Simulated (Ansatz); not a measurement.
The parent structure is Ag in the fcc (Cu type) structure (space group Fm-3m, No. 225; a = 4.001 Å; relaxed with 0.1 eV smearing). Axes: x, y, z lie along the cube axes.

Level of theory: LDA (Ansatz, a first-principles code; PAW; 420 eV plane waves; no spin-orbit coupling).

For the base:

The pressure is 0.0 GPa.

One thing is altered: uniaxial strain ε_zz = −2.50 %, all other strain components held at zero; the atoms relax in the strained cell.

Q: What does the calculation give for the energy relative to the base after the change?

A: The energy rises by 5.5 meV/atom.

Q: Predict the new pressure.

A: The pressure (mean of the normal stresses, compression positive) goes from zero to 3.8 GPa.

Stability against distortions was not tested.
